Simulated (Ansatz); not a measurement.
Ansatz (an electronic-structure program) run on TiAl₂ (I4/mmm, 3 atoms in the cell): self-consistent single point.

Computed with PBEsol, default PAW files made with PBE (plane waves; Ansatz).

```yaml
crystal:
  lattice:
    - [-1.72291, 1.72291, 4.21690]
    - [1.72291, -1.72291, 4.21690]
    - [1.72291, 1.72291, -4.21690]
  atoms:
    - { symbol: Ti, position: [0.00000, 0.00000, 0.00000] }
    - { symbol: Al, position: [0.33530, 0.33530, 0.00000] }
    - { symbol: Al, position: [0.66470, 0.66470, 0.00000] }
```

Reference input (self-consistent single point, DFT, PBEsol, plane waves, default PAW files made with PBE): basis.ecutwfc = 420 eV; kpoints.mp_grid.grid = 18 18 18; hamiltonian.xc = pbesol; hamiltonian.pseudopotentials = {kind: paw} (the program's default PAW files); scf.occupations.method = cold; scf.occupations.width = 0.2 eV. This run's input differs from it in these lines:

Ansatz 0.2 input:
```diff
@@ -12,3 +12,3 @@
 kpoints:
-  mp_grid: { grid: [18, 18, 18] }
+  mp_grid: { grid: [11, 11, 11], shift: [0.5, 0.5, 0.5] }
 hamiltonian:
```

Log, with long lists cut:

```
SCF iter   1: F=—  HF=-3522.984010 eV  |F-HF|=—  |Δ(HF+E_count)|=         —  Δρ=6.33e-3  dr2=1.39e-2  ethr=1.77e-3  ⟨swp⟩=5.2  Hψ=9047  notcnv=0
all-band conjugate gradients solve this SCF's bands
preconditioner: auto → Kerker (q_TF=auto, 2.301 Å⁻¹)
SCF iter   2: F=—  HF=-3522.980392 eV  |F-HF|=—  |Δ(HF+E_count)|=   3.62e-3  S|Δr|=    0.00e0  Δρ=2.99e-3  dr2=3.49e-3  ethr=7.74e-5  ⟨swp⟩=1.0  Hψ=2647  notcnv=0
SCF iter   3: F=—  HF=-3522.979414 eV  |F-HF|=—  |Δ(HF+E_count)|=   9.78e-4  S|Δr|=    0.00e0  Δρ=5.36e-4  dr2=1.92e-4  ethr=1.94e-5  ⟨swp⟩=2.8  Hψ=2715  notcnv=0
SCF iter   4: F=—  HF=-3522.979370 eV  |F-HF|=—  |Δ(HF+E_count)|=   4.45e-5  S|Δr|=    0.00e0  Δρ=7.88e-5  dr2=2.29e-6  ethr=1.07e-6  ⟨swp⟩=2.3  Hψ=2188  notcnv=0
SCF iter   5: F=—  HF=-3522.979371 eV  |F-HF|=—  |Δ(HF+E_count)|=   1.18e-6  S|Δr|=    0.00e0  Δρ=1.92e-5  dr2=1.55e-7  ethr=1.27e-8  ⟨swp⟩=2.2  Hψ=2614  notcnv=0
SCF iter   6: F=-3522.979371 eV  HF=-3522.979371 eV  |F-HF|=7.99e-9  |Δ(HF+E_count)|=   1.84e-8  S|Δr|=    0.00e0  Δρ=5.40e-6  dr2=1.28e-8  ethr=5.56e-10  ⟨swp⟩=3.6  Hψ=4806  notcnv=0
SCF 1 converged in 6 iterations: F = -3522.979371 eV  dr2 = 1.28e-8
Stability not checked (fill_not_monotonic)
Free energy (F): -3522.979371 eV
Internal energy: -3522.957658 eV  (E = F + TS)
E sigma→0 (E₀):  -3522.972133 eV
Entropy (-TS):   -0.021712 eV (-7.237 meV/atom)
Fermi energy:    9.342807 eV
--- Forces (eV/Å), atoms counted from 1 ---
  atom   1  Ti     0.00000000     0.00000000     0.00000000
  atom   2  Al     0.00000000    -0.00000000    -0.11081926
  atom   3  Al     0.00000000     0.00000000     0.11081926
--- Stress (GPa, compression-positive) ---
       -5.648807       0.000000       0.000000
        0.000000      -5.648807      -0.000000
        0.000000       0.000000       8.516002
  P = ⅓ Tr σ = -0.9272 GPa (-9.272 kbar)
  The stress holds the Pulay correction. Without it, at fixed plane waves, as pw.x and ABINIT print it: P = -0.9704 GPa
```

The run converged in 6 iterations. Against the reference run the free energy stays essentially unchanged (within 1 meV/atom), the pressure stays at -0.93 GPa and the largest force goes from 0.107 to 0.111 eV/Å.

The starting cell was generated: these elements placed on a structure prototype, without a prior relaxation; it need not be a known phase or ordering of this composition. Spin polarisation is off. Ansatz's pressure includes its estimate of the finite-basis (Pulay) stress.
